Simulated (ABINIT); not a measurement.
## Worked example: self-consistent single point of RbRuF₆ (R-3m, 8 atoms in the cell) in ABINIT

Method: LDA (PW92), PAW (JTH v2.0 LDA PAW) (plane waves; ABINIT).

Input:

```
# RbRuF6, JTH v2.0 LDA PAW
pp_dirpath "./"
pseudos "Rb.LDA_PW-JTH.xml, Ru.LDA_PW-JTH.xml, F.LDA_PW-JTH.xml"
acell 3*1.0 Angstrom
rprim
         3.7882962465    2.1871738577    2.4818380000
        -3.7882962465    2.1871738577    2.4818380000
         0.0000000000   -4.3743477154    2.4818380000
natom 8
ntypat 3
znucl 37 44 9
typat 1 2 3 3 3 3 3 3
xcart
        -0.0000000000    0.0000000000    7.0349911585
         0.0000000000    0.0000000000    0.0000000000
        -0.0000000000   -5.4464710339    6.7472600201
        -0.0000000000    5.4464710339    7.3227222969
         4.7167822763    2.7232355169    6.7472600201
        -4.7167822763   -2.7232355169    7.3227222969
        -4.7167822763    2.7232355169    6.7472600201
         4.7167822763   -2.7232355169    7.3227222969
ecut 24
pawecutdg 48
pawovlp -1
pawxcdev 0
ixc 7
nsppol 2
spinat
      0 0 0
      0 0 2
      0 0 0
      0 0 0
      0 0 0
      0 0 0
      0 0 0
      0 0 0
occopt 3
tsmear 0.05 eV
nband 45
kptopt 1
ngkpt 3 3 3
nshiftk 1
shiftk 0 0 0
nstep 50
tolvrs 1.0e-12
prtwf 0
prtden 0
```

Output, abridged:

```
 Symmetries : space group R-3 m (#166); Bravais hR (rhombohedral)

 -outvars: echo values of preprocessed input variables --------
            acell      1.8897261329E+00  1.8897261329E+00  1.8897261329E+00 Bohr
             ecut      2.40000000E+01 Hartree
              ixc           7
         kptrlatt        3    0    0      0    3    0      0    0    3
          kptrlen      2.85123254E+01
            natom           8
            nband          45
            ngfft          45      45      45
          ngfftdg          60      60      60
             nkpt           6
           nspden           2
           nsppol           2
            nstep          50
             nsym          12
           ntypat           3
           occopt           3
        pawecutdg      4.80000000E+01 Hartree
          pawovlp     -1.0000000000E+00
         pawxcdev           0
            rprim      3.7882962465E+00  2.1871738577E+00  2.4818380000E+00
                      -3.7882962465E+00  2.1871738577E+00  2.4818380000E+00
                       0.0000000000E+00 -4.3743477154E+00  2.4818380000E+00
          spgroup         166
           spinat      0.0000000000E+00  0.0000000000E+00  0.0000000000E+00
                       0.0000000000E+00  0.0000000000E+00  2.0000000000E+00
                       0.0000000000E+00  0.0000000000E+00  0.0000000000E+00
                       0.0000000000E+00  0.0000000000E+00  0.0000000000E+00
                       0.0000000000E+00  0.0000000000E+00  0.0000000000E+00
                       0.0000000000E+00  0.0000000000E+00  0.0000000000E+00
                       0.0000000000E+00  0.0000000000E+00  0.0000000000E+00
                       0.0000000000E+00  0.0000000000E+00  0.0000000000E+00
           tolvrs      1.00000000E-12
           tsmear      1.83746627E-03 Hartree
            typat      1  2  3  3  3  3  3  3
           useylm           1
   [... lines left out ...]

== DATASET  1 ==================================================================

 Exchange-correlation functional for the present dataset will be:
  LDA: Perdew-Wang 92 LSD fit to Ceperley-Alder data - ixc=7
 Citation for XC functional:
  J.P.Perdew and Y.Wang, PRB 45, 13244 (1992)

 Real(R)+Recip(G) space primitive vectors, cartesian coordinates (Bohr,Bohr^-1):
 R(1)=  7.1588424  4.1331596  4.6899941  G(1)=  0.0698437  0.0403243  0.0710733
 R(2)= -7.1588424  4.1331596  4.6899941  G(2)= -0.0698437  0.0403243  0.0710733
 R(3)=  0.0000000 -8.2663192  4.6899941  G(3)=  0.0000000 -0.0806486  0.0710733
 Unit cell volume ucvol=  8.3262324E+02 bohr^3
 Angles (23,13,12)=  9.77430520E+01  9.77430520E+01  9.77430520E+01 degrees

 Coarse grid specifications (used for wave-functions):

 getcut: wavevector=  0.0000  0.0000  0.0000  ngfft=  45  45  45
         ecut(hartree)=     24.000   => boxcut(ratio)=   2.09929

 Fine grid specifications (used for densities):

 getcut: wavevector=  0.0000  0.0000  0.0000  ngfft=  60  60  60
         ecut(hartree)=     48.000   => boxcut(ratio)=   2.02421

   7.70059112E+03                                ecore*ucvol(ha*bohr**3)

_setup2: Arith. and geom. avg. npw (full set) are    4678.704    4678.690
--- !BeginCycle
solver: {iscf: 17, nstep: 50, nline: 4, wfoptalg: 10, }
tolerances: {tolvrs: 1.00E-12, }
...

     iter   Etot(hartree)     deltaE(h) residm    nres2    magn
 ETOT  1  -258.17217321228    -2.58E+02 8.82E+00 6.83E+01 0.430
 ETOT  2  -266.89571686141    -8.72E+00 9.84E-02 9.39E+01 2.983
 ETOT  3  -266.78188365887     1.14E-01 6.03E-02 1.73E+01 2.987
 ETOT  4  -266.77943177410     2.45E-03 2.00E-02 1.49E+01 2.999
 ETOT  5  -266.75765038765     2.18E-02 7.10E-03 1.67E+00 2.999
 ETOT  6  -266.75790915164    -2.59E-04 3.54E-03 1.82E-01 3.000
   [... 10 lines left out ...]
 ETOT 17  -266.75844780535    -8.76E-11 9.44E-04 8.66E-10 3.000
 ETOT 18  -266.75844780537    -2.13E-11 5.28E-04 2.43E-10 3.000
 ETOT 19  -266.75844780537     6.03E-12 6.37E-04 1.39E-11 3.000
 ETOT 20  -266.75844780537    -5.17E-12 3.37E-04 5.32E-12 3.000
 ETOT 21  -266.75844780537     3.92E-12 3.77E-04 4.42E-13 3.000
 At SCF step   21       nres2   =  4.42E-13 < tolvrs=  1.00E-12 =>converged.

 Cartesian components of stress tensor (hartree/bohr^3)
  sigma(1 1)=  3.71749291E-05  sigma(3 2)=  0.00000000E+00
  sigma(2 2)=  3.71749290E-05  sigma(3 1)=  0.00000000E+00
  sigma(3 3)=  3.19031854E-05  sigma(2 1)=  0.00000000E+00

 Integrated electronic and magnetization densities in atomic spheres:
 Radius=ratsph(iatom), smearing ratsm=  0.0000. Diff(up-dn)=approximate z local magnetic moment.
 Atom    Radius    up_density   dn_density  Total(up+dn)  Diff(up-dn)
    1   2.31325     3.440863     3.438156      6.879019     0.002708
    2   2.21047     7.837738     5.854140     13.691878     1.983598
    3   1.40289     2.880729     2.752749      5.633477     0.127980
    4   1.40289     2.880729     2.752749      5.633477     0.127980
    5   1.40289     2.880729     2.752749      5.633477     0.127980
    6   1.40289     2.880729     2.752749      5.633477     0.127980
    7   1.40289     2.880729     2.752749      5.633477     0.127980
    8   1.40289     2.880729     2.752749      5.633477     0.127980
  Sum:             28.562974    25.808787     54.371761     2.754186
 Total magnetization (from the atomic spheres):             2.754186
 Total magnetization (exact up - dn):                       2.999952

 ----iterations are completed or convergence reached----

 reduced coordinates (array xred) for    8 atoms
       0.500000000000      0.500000000000      0.500000000000
       0.000000000000      0.000000000000      0.000000000000
       0.259925001049      0.259925001049      0.918799998167
       0.740074998951      0.740074998951      0.081200001833
       0.918799998167      0.259925001049      0.259925001049
       0.081200001833      0.740074998951      0.740074998951
       0.259925001049      0.918799998167      0.259925001049
       0.740074998951      0.081200001833      0.740074998951
 cartesian forces (eV/Angstrom) at end:
    1      0.00000000000000    -0.00000000000000     0.00000000000000
    2      0.00000000000000    -0.00000000000000     0.00000000000000
   [... lines left out ...]
 Fermi (or HOMO) energy (hartree) =  -0.01543   Average Vxc (hartree)=  -0.34985
   [... lines left out ...]
   1.00000    1.00000    1.00000    1.00000    1.00000    1.00000    1.00000    1.00000
   1.00000    1.00000    1.00000    1.00000    1.00000    1.00000    1.00000    1.00000
   1.00000    1.00000    1.00000    1.00000    1.00000    1.00000    1.00000    1.00000
   1.00000    1.00000    1.00000    1.00000    1.00000    1.00000    1.00000    1.00000
   0.00001    0.00001    0.00000    0.00000    0.00000    0.00000    0.00000    0.00000
   0.00000    0.00000    0.00000    0.00000    0.00000
 prteigrs : prtvol=0 or 1, do not print more k-points.

--- !EnergyTerms
comment             : Components of total free energy in Hartree
kinetic             :  7.64114945627042E+01
hartree             :  9.85148764551119E+01
xc                  : -2.98269909654630E+01
Ewald energy        : -1.50710690962619E+02
psp_core            :  9.24859021306165E+00
local_psp           : -2.77051361958268E+02
spherical_terms     :  6.65563608572591E+00
internal            : -2.66758446569746E+02
'-kT*entropy'       : -1.31066750970357E-06
total_energy        : -2.66758447880414E+02
total_energy_eV     : -7.25886652317175E+03
...

-Cartesian components of stress tensor (GPa)         [Pressure= -1.0420E+00 GPa]
- sigma(1 1)=  1.09372399E+00  sigma(3 2)=  0.00000000E+00
- sigma(2 2)=  1.09372399E+00  sigma(3 1)=  0.00000000E+00
- sigma(3 3)=  9.38623963E-01  sigma(2 1)=  0.00000000E+00

 Calculation completed.
```

The run converged in 21 iterations.

The starting cell comes from a database of computed structures (which also holds hypothetical and non-ambient phases and stackings), without a prior relaxation at this level. Its lattice was rescaled by a random factor within 2.5 % of one. With one magnetic atom in the cell only a parallel order is possible.

Cost on one core of a shared machine: roughly 2 min.
